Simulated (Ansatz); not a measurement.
```
NbN
1.0
    2.95795     0.00000     0.00000
   -1.47898     2.56166     0.00000
    0.00000     0.00000     5.50964
Nb N
2 2
Direct
  0.66667   0.33333   0.75000
  0.33333   0.66667   0.25000
  0.00000   0.00000   0.50000
  0.00000   0.00000   0.00000
```

NbN (P6_3/mmc), PBEsol, DFPT electron-phonon coupling, linearised Boltzmann equation (plane waves, PAW, scalar-relativistic; Ansatz, a quantum-chemistry and plane-wave program): the phonon-limited resistivity at 300 K is 15.8 μΩ·cm (x, the basal plane), 15.8 μΩ·cm (y, the basal plane), 12.7 μΩ·cm (z, c). Third figures are kept for the arithmetic.

Q: Bound the resistivity of a random, dense polycrystal without boundary scattering, and give the anisotropy.

A: Largest over smallest: 1.24. Upper bound, grains in series: (15.8 + 15.8 + 12.7)/3 = 14.8 μΩ·cm. Lower bound, grains side by side: 3/Σ(1/ρ) = 14.6 μΩ·cm. The best single-crystal direction lies 13 % under the lower bound.

Q: The current-weighted mean free path is 16.5 nm along x and 13.7 nm along z. How does ρ₀ℓ differ between these directions?

A: x: 15.8 × 16.5 = 26×10⁻¹⁶ Ω·m²; z: 12.7 × 13.7 = 17.4×10⁻¹⁶ Ω·m², a ratio of 1.50. The size effect in a wire also hangs on the velocities towards its walls, so the isotropic formulas don't carry over to this crystal.

A metal at this level (no band gap). Only scattering by harmonic phonons is included (no impurities, grain boundaries, electron-electron scattering or thermal expansion). Spin-orbit coupling is left out. Halving the electron mesh (32x32x16) moves the resistivity by up to 3 % at 300 K, the mean free path by up to 4 %. Smearing 0.20 eV; phonons on a 5x5x3 q mesh, which this run doesn't test.
